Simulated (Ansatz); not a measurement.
Pressure series in Nb

Base system: Nb in the bcc (W type) structure (space group Im-3m, No. 229; a = 3.2722 Å).

Cell and atoms are relaxed at each pressure.

All numbers come from PBEsol (Ansatz, a first-principles code; PAW; 420 eV plane waves; scalar-relativistic without spin-orbit coupling).

Notes on the quantities. enthalpy: H = E + PV relative to the base's energy.

| variant | enthalpy | density |
|---|---|---|
| base | – | 8.81 g/cm³ |
| pressure −2 GPa | -0.22 eV/atom | 8.71 g/cm³ |
| pressure −1 GPa | -0.11 eV/atom | ? |
| pressure 0.3 GPa | +0.03 eV/atom | 8.82 g/cm³ |
| pressure 0.7 GPa | +0.08 eV/atom | 8.84 g/cm³ |
| pressure 1.5 GPa | +0.16 eV/atom | 8.88 g/cm³ |
| pressure 3 GPa | +0.33 eV/atom | ? |
| pressure 5 GPa | +0.54 eV/atom | ? |
| pressure 7.5 GPa | +0.80 eV/atom | ? |
| pressure 10 GPa | +1.07 eV/atom | 9.25 g/cm³ |

Fill in the withheld entries from the trend.


- pressure −1 GPa, density: 8.76 g/cm³
- pressure 3 GPa, density: 8.95 g/cm³
- pressure 5 GPa, density: 9.04 g/cm³
- pressure 7.5 GPa, density: 9.15 g/cm³

Load acts through the strain it causes; cell and atoms are relaxed under it. Whether these cells are dynamically stable was not tested. No other phases were tried under pressure. The base started in P-1 and relaxed to Im-3m at this level. All final runs are without spin polarisation.
